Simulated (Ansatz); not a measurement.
Electronic density of states of amorphous Si10Pb12O32, density 5.02 g/cm³, on a 2×2×2 Γ-centred mesh with a Gaussian width of 0.1 eV; energies count from the Fermi level, whose place inside the gap is arbitrary. Cell and mesh are small, so fine structure isn't converged. Calculation: PBE, scalar-relativistic without spin-orbit coupling (plane waves to 420 eV, PAW; Ansatz, an electronic-structure program). Sampling: a 2×2×2 Γ-centred mesh; Fermi-Dirac width 0.02 eV; no spin polarisation.

It comes from a melt-quench run on a machine-learned potential (CHGNet), relaxed afterwards by DFT. O atoms were pushed apart under 1.9 Å during the dynamics, to hinder bonds among them. The hot cell started wider than the set density and was brought back towards it in steps. It is the lowest in DFT energy of 2 quenches. It is a model cell: composition and starting density were chosen by hand, and all elements were melted together. No dispersion term was used. Its density started from a set value of 6.10 and ended at 5.02 g/cm³. Cooling (nominally 310 K/ps over its main leg) ran many orders faster than in experiment, which tends to leave more defects and strain. Values belong to this one cell and scatter from quench to quench. Volume and shape were free in the relaxation.

```json
[
 {"E - EF (eV)": "-12.00", "states/(eV atom)": "0.00"},
 {"E - EF (eV)": "-11.90", "states/(eV atom)": "0.00"},
 {"E - EF (eV)": "-11.80", "states/(eV atom)": "0.00"},
 {"E - EF (eV)": "-11.70", "states/(eV atom)": "0.00"},
 {"E - EF (eV)": "-11.60", "states/(eV atom)": "0.00"},
 {"E - EF (eV)": "-11.50", "states/(eV atom)": "0.00"},
 {"E - EF (eV)": "-11.40", "states/(eV atom)": "0.00"},
 {"E - EF (eV)": "-11.30", "states/(eV atom)": "0.00"},
 {"E - EF (eV)": "-11.20", "states/(eV atom)": "0.00"},
 {"E - EF (eV)": "-11.10", "states/(eV atom)": "0.00"},
 {"E - EF (eV)": "-11.00", "states/(eV atom)": "0.00"},
 {"E - EF (eV)": "-10.90", "states/(eV atom)": "0.00"},
 {"E - EF (eV)": "-10.80", "states/(eV atom)": "0.00"},
 {"E - EF (eV)": "-10.70", "states/(eV atom)": "0.00"},
 {"E - EF (eV)": "-10.60", "states/(eV atom)": "0.00"},
 {"E - EF (eV)": "-10.50", "states/(eV atom)": "0.00"},
 {"E - EF (eV)": "-10.40", "states/(eV atom)": "0.04"},
 {"E - EF (eV)": "-10.30", "states/(eV atom)": "0.17"},
 {"E - EF (eV)": "-10.20", "states/(eV atom)": "0.14"},
 {"E - EF (eV)": "-10.10", "states/(eV atom)": "0.02"},
 {"E - EF (eV)": "-10.00", "states/(eV atom)": "0.01"},
 {"E - EF (eV)": "-9.90", "states/(eV atom)": "0.07"},
 {"E - EF (eV)": "-9.80", "states/(eV atom)": "0.18"},
 {"E - EF (eV)": "-9.70", "states/(eV atom)": "0.15"},
 {"E - EF (eV)": "-9.60", "states/(eV atom)": "0.20"},
 {"E - EF (eV)": "-9.50", "states/(eV atom)": "0.23"},
 {"E - EF (eV)": "-9.40", "states/(eV atom)": "0.21"},
 {"E - EF (eV)": "-9.30", "states/(eV atom)": "0.14"},
 {"E - EF (eV)": "-9.20", "states/(eV atom)": "0.16"},
 {"E - EF (eV)": "-9.10", "states/(eV atom)": "0.23"},
 {"E - EF (eV)": "-9.00", "states/(eV atom)": "0.30"},
 {"E - EF (eV)": "-8.90", "states/(eV atom)": "0.36"},
 {"E - EF (eV)": "-8.80", "states/(eV atom)": "0.41"},
 {"E - EF (eV)": "-8.70", "states/(eV atom)": "0.39"},
 {"E - EF (eV)": "-8.60", "states/(eV atom)": "0.41"},
 {"E - EF (eV)": "-8.50", "states/(eV atom)": "0.44"},
 {"E - EF (eV)": "-8.40", "states/(eV atom)": "0.42"},
 {"E - EF (eV)": "-8.30", "states/(eV atom)": "0.42"},
 {"E - EF (eV)": "-8.20", "states/(eV atom)": "0.41"},
 {"E - EF (eV)": "-8.10", "states/(eV atom)": "0.30"},
 {"E - EF (eV)": "-8.00", "states/(eV atom)": "0.25"},
 {"E - EF (eV)": "-7.90", "states/(eV atom)": "0.21"},
 {"E - EF (eV)": "-7.80", "states/(eV atom)": "0.16"},
 {"E - EF (eV)": "-7.70", "states/(eV atom)": "0.14"},
 {"E - EF (eV)": "-7.60", "states/(eV atom)": "0.22"},
 {"E - EF (eV)": "-7.50", "states/(eV atom)": "0.30"},
 {"E - EF (eV)": "-7.40", "states/(eV atom)": "0.31"},
 {"E - EF (eV)": "-7.30", "states/(eV atom)": "0.24"},
 {"E - EF (eV)": "-7.20", "states/(eV atom)": "0.10"},
 {"E - EF (eV)": "-7.10", "states/(eV atom)": "0.01"},
 {"E - EF (eV)": "-7.00", "states/(eV atom)": "0.00"},
 {"E - EF (eV)": "-6.90", "states/(eV atom)": "0.02"},
 {"E - EF (eV)": "-6.80", "states/(eV atom)": "0.12"},
 {"E - EF (eV)": "-6.70", "states/(eV atom)": "0.21"},
 {"E - EF (eV)": "-6.60", "states/(eV atom)": "0.25"},
 {"E - EF (eV)": "-6.50", "states/(eV atom)": "0.30"},
 {"E - EF (eV)": "-6.40", "states/(eV atom)": "0.25"},
 {"E - EF (eV)": "-6.30", "states/(eV atom)": "0.31"},
 {"E - EF (eV)": "-6.20", "states/(eV atom)": "0.38"},
 {"E - EF (eV)": "-6.10", "states/(eV atom)": "0.32"},
 {"E - EF (eV)": "-6.00", "states/(eV atom)": "0.36"},
 {"E - EF (eV)": "-5.90", "states/(eV atom)": "0.47"},
 {"E - EF (eV)": "-5.80", "states/(eV atom)": "0.48"},
 {"E - EF (eV)": "-5.70", "states/(eV atom)": "0.53"},
 {"E - EF (eV)": "-5.60", "states/(eV atom)": "0.62"},
 {"E - EF (eV)": "-5.50", "states/(eV atom)": "0.69"},
 {"E - EF (eV)": "-5.40", "states/(eV atom)": "0.66"},
 {"E - EF (eV)": "-5.30", "states/(eV atom)": "0.58"},
 {"E - EF (eV)": "-5.20", "states/(eV atom)": "0.48"},
 {"E - EF (eV)": "-5.10", "states/(eV atom)": "0.55"},
 {"E - EF (eV)": "-5.00", "states/(eV atom)": "0.54"},
 {"E - EF (eV)": "-4.90", "states/(eV atom)": "0.41"},
 {"E - EF (eV)": "-4.80", "states/(eV atom)": "0.44"},
 {"E - EF (eV)": "-4.70", "states/(eV atom)": "0.51"},
 {"E - EF (eV)": "-4.60", "states/(eV atom)": "0.61"},
 {"E - EF (eV)": "-4.50", "states/(eV atom)": "0.62"},
 {"E - EF (eV)": "-4.40", "states/(eV atom)": "0.55"},
 {"E - EF (eV)": "-4.30", "states/(eV atom)": "0.59"},
 {"E - EF (eV)": "-4.20", "states/(eV atom)": "0.69"},
 {"E - EF (eV)": "-4.10", "states/(eV atom)": "0.72"},
 {"E - EF (eV)": "-4.00", "states/(eV atom)": "0.74"},
 {"E - EF (eV)": "-3.90", "states/(eV atom)": "0.73"},
 {"E - EF (eV)": "-3.80", "states/(eV atom)": "0.82"},
 {"E - EF (eV)": "-3.70", "states/(eV atom)": "0.84"},
 {"E - EF (eV)": "-3.60", "states/(eV atom)": "0.71"},
 {"E - EF (eV)": "-3.50", "states/(eV atom)": "0.60"},
 {"E - EF (eV)": "-3.40", "states/(eV atom)": "0.74"},
 {"E - EF (eV)": "-3.30", "states/(eV atom)": "0.88"},
 {"E - EF (eV)": "-3.20", "states/(eV atom)": "0.88"},
 {"E - EF (eV)": "-3.10", "states/(eV atom)": "0.86"},
 {"E - EF (eV)": "-3.00", "states/(eV atom)": "0.92"},
 {"E - EF (eV)": "-2.90", "states/(eV atom)": "0.92"},
 {"E - EF (eV)": "-2.80", "states/(eV atom)": "0.88"},
 {"E - EF (eV)": "-2.70", "states/(eV atom)": "0.88"},
 {"E - EF (eV)": "-2.60", "states/(eV atom)": "0.89"},
 {"E - EF (eV)": "-2.50", "states/(eV atom)": "0.92"},
 {"E - EF (eV)": "-2.40", "states/(eV atom)": "0.96"},
 {"E - EF (eV)": "-2.30", "states/(eV atom)": "0.92"},
 {"E - EF (eV)": "-2.20", "states/(eV atom)": "0.81"},
 {"E - EF (eV)": "-2.10", "states/(eV atom)": "0.78"},
 {"E - EF (eV)": "-2.00", "states/(eV atom)": "0.72"},
 {"E - EF (eV)": "-1.90", "states/(eV atom)": "0.52"},
 {"E - EF (eV)": "-1.80", "states/(eV atom)": "0.40"},
 {"E - EF (eV)": "-1.70", "states/(eV atom)": "0.27"},
 {"E - EF (eV)": "-1.60", "states/(eV atom)": "0.20"},
 {"E - EF (eV)": "-1.50", "states/(eV atom)": "0.13"},
 {"E - EF (eV)": "-1.40", "states/(eV atom)": "0.03"},
 {"E - EF (eV)": "-1.30", "states/(eV atom)": "0.00"},
 {"E - EF (eV)": "-1.20", "states/(eV atom)": "0.00"},
 {"E - EF (eV)": "-1.10", "states/(eV atom)": "0.00"},
 {"E - EF (eV)": "-1.00", "states/(eV atom)": "0.00"},
 {"E - EF (eV)": "-0.90", "states/(eV atom)": "0.00"},
 {"E - EF (eV)": "-0.80", "states/(eV atom)": "0.00"},
 {"E - EF (eV)": "-0.70", "states/(eV atom)": "0.00"},
 {"E - EF (eV)": "-0.60", "states/(eV atom)": "0.00"},
 {"E - EF (eV)": "-0.50", "states/(eV atom)": "0.00"},
 {"E - EF (eV)": "-0.40", "states/(eV atom)": "0.00"},
 {"E - EF (eV)": "-0.30", "states/(eV atom)": "0.00"},
 {"E - EF (eV)": "-0.20", "states/(eV atom)": "0.00"},
 {"E - EF (eV)": "-0.10", "states/(eV atom)": "0.00"},
 {"E - EF (eV)": "0.00", "states/(eV atom)": "0.00"},
 {"E - EF (eV)": "0.10", "states/(eV atom)": "0.00"},
 {"E - EF (eV)": "0.20", "states/(eV atom)": "0.00"},
 {"E - EF (eV)": "0.30", "states/(eV atom)": "0.00"},
 {"E - EF (eV)": "0.40", "states/(eV atom)": "0.00"},
 {"E - EF (eV)": "0.50", "states/(eV atom)": "0.00"},
 {"E - EF (eV)": "0.60", "states/(eV atom)": "0.00"},
 {"E - EF (eV)": "0.70", "states/(eV atom)": "0.00"},
 {"E - EF (eV)": "0.80", "states/(eV atom)": "0.00"},
 {"E - EF (eV)": "0.90", "states/(eV atom)": "0.00"},
 {"E - EF (eV)": "1.00", "states/(eV atom)": "0.00"},
 {"E - EF (eV)": "1.10", "states/(eV atom)": "0.00"},
 {"E - EF (eV)": "1.20", "states/(eV atom)": "0.00"},
 {"E - EF (eV)": "1.30", "states/(eV atom)": "0.00"},
 {"E - EF (eV)": "1.40", "states/(eV atom)": "0.02"},
 {"E - EF (eV)": "1.50", "states/(eV atom)": "0.12"},
 {"E - EF (eV)": "1.60", "states/(eV atom)": "0.21"},
 {"E - EF (eV)": "1.70", "states/(eV atom)": "0.22"},
 {"E - EF (eV)": "1.80", "states/(eV atom)": "0.27"},
 {"E - EF (eV)": "1.90", "states/(eV atom)": "0.23"},
 {"E - EF (eV)": "2.00", "states/(eV atom)": "0.22"},
 {"E - EF (eV)": "2.10", "states/(eV atom)": "0.29"},
 {"E - EF (eV)": "2.20", "states/(eV atom)": "0.22"},
 {"E - EF (eV)": "2.30", "states/(eV atom)": "0.25"},
 {"E - EF (eV)": "2.40", "states/(eV atom)": "0.35"},
 {"E - EF (eV)": "2.50", "states/(eV atom)": "0.36"},
 {"E - EF (eV)": "2.60", "states/(eV atom)": "0.30"},
 {"E - EF (eV)": "2.70", "states/(eV atom)": "0.32"},
 {"E - EF (eV)": "2.80", "states/(eV atom)": "0.36"},
 {"E - EF (eV)": "2.90", "states/(eV atom)": "0.36"},
 {"E - EF (eV)": "3.00", "states/(eV atom)": "0.36"},
 {"E - EF (eV)": "3.10", "states/(eV atom)": "0.38"},
 {"E - EF (eV)": "3.20", "states/(eV atom)": "0.39"},
 {"E - EF (eV)": "3.30", "states/(eV atom)": "0.41"},
 {"E - EF (eV)": "3.40", "states/(eV atom)": "0.40"},
 {"E - EF (eV)": "3.50", "states/(eV atom)": "0.43"},
 {"E - EF (eV)": "3.60", "states/(eV atom)": "0.43"},
 {"E - EF (eV)": "3.70", "states/(eV atom)": "0.41"},
 {"E - EF (eV)": "3.80", "states/(eV atom)": "0.46"},
 {"E - EF (eV)": "3.90", "states/(eV atom)": "0.46"},
 {"E - EF (eV)": "4.00", "states/(eV atom)": "0.44"},
 {"E - EF (eV)": "4.10", "states/(eV atom)": "0.41"},
 {"E - EF (eV)": "4.20", "states/(eV atom)": "0.40"},
 {"E - EF (eV)": "4.30", "states/(eV atom)": "0.40"},
 {"E - EF (eV)": "4.40", "states/(eV atom)": "0.34"},
 {"E - EF (eV)": "4.50", "states/(eV atom)": "0.33"},
 {"E - EF (eV)": "4.60", "states/(eV atom)": "0.30"},
 {"E - EF (eV)": "4.70", "states/(eV atom)": "0.26"},
 {"E - EF (eV)": "4.80", "states/(eV atom)": "0.31"},
 {"E - EF (eV)": "4.90", "states/(eV atom)": "0.37"},
 {"E - EF (eV)": "5.00", "states/(eV atom)": "0.35"}
]
```

The gap on this mesh is 3.03 eV; the broadening fills part of it in the curve.
